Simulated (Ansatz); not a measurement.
Levels about the gap of amorphous Si$_{33}$N$_{40}$ (73 atoms in a cell of 841 Å³, 2.94 g/cm³; zone centre alone, so wide bands show as single levels with stretches between that a denser mesh fills), at the geometry that PBE relaxed, where it gives 3.7 GPa on a denser mesh. The participation number counts the atoms over which a state spreads; weights are charges in smoothed Voronoi cells. The levels come from a single point, so bond lengths are those of that geometry. Method of the levels: PBE, scalar-relativistic without spin-orbit coupling (Ansatz, a program for electronic structure). Sampling: the zone centre alone; Fermi-Dirac width 0.02 eV; no spin polarisation. The usual formal charges leave 12 electrons over, so the level spacing at the Fermi energy parts defect or band states and needn't be the band gap. At PBE the levels at both edges of the gap are localised (band-tail or defect states), and the nearest spread-out levels lie 3.1 eV apart at the zone centre.

A CHGNet melt-quench gave the starting glass, which DFT then relaxed. N atoms were pushed apart under 1.9 Å during the dynamics, to hinder bonds among them. The hot cell started wider than the set density and was brought back towards it in steps. It is the lowest in DFT energy of 2 quenches. It is a model cell: composition and starting density were chosen by hand, and all elements were melted together. No dispersion term was used. Its density started from a set value of 2.94 and ended at 2.94 g/cm³. The simulated quench (nominally 450 K/ps over its main leg) is rapid and tends to freeze in more defects than a deposited or slowly cooled glass has. A cell of this size samples the disorder only roughly. The volume was held where the preparation left it and the shape relaxed, at a PBE pressure of 3.7 GPa. Stress components on the final sampling reach 4.4 GPa. On a 2×2×2 Γ-centred mesh force components of up to 0.13 eV/Å stay, since the relaxation ran on the zone centre alone. Cycles of charging lowered its energy after that relaxation.

| E - E(highest filled), eV | filling | participation number | largest on | weight N | weight Si |
|---|---|---|---|---|---|
| -2.16 | filled | 18.3 | N, 3 neighbours | 0.87 | 0.13 |
| -2.09 | filled | 24.2 | N, 3 neighbours | 0.86 | 0.14 |
| -1.90 | filled | 11.0 | N, 3 neighbours | 0.89 | 0.11 |
| -1.53 | filled | 8.1 | Si, 4 neighbours | 0.46 | 0.54 |
| -1.22 | filled | 5.2 | Si, 2 neighbours | 0.45 | 0.55 |
| -1.01 | filled | 7.4 | Si, 2 neighbours | 0.40 | 0.60 |
| 0.00 | filled | 3.6 | Si, 3 neighbours | 0.38 | 0.62 |
| 0.75 | empty | 5.7 | Si, 2 neighbours | 0.39 | 0.61 |
| 1.04 | empty | 26.3 | Si, 4 neighbours | 0.42 | 0.58 |
| 1.35 | empty | 16.8 | Si, 4 neighbours | 0.38 | 0.62 |
| 1.81 | empty | 20.7 | Si, 2 neighbours | 0.43 | 0.57 |
| 1.97 | empty | 28.0 | Si, 4 neighbours | 0.41 | 0.59 |
| 2.11 | empty | 35.1 | Si, 2 neighbours | 0.42 | 0.58 |
| 2.33 | empty | 46.0 | Si, 4 neighbours | 0.47 | 0.53 |

Most localised among these is the filled level at +0.00 eV, on a Si atom, which has 3 neighbours (N 1.85 Å, N 1.86 Å, N 1.88 Å).
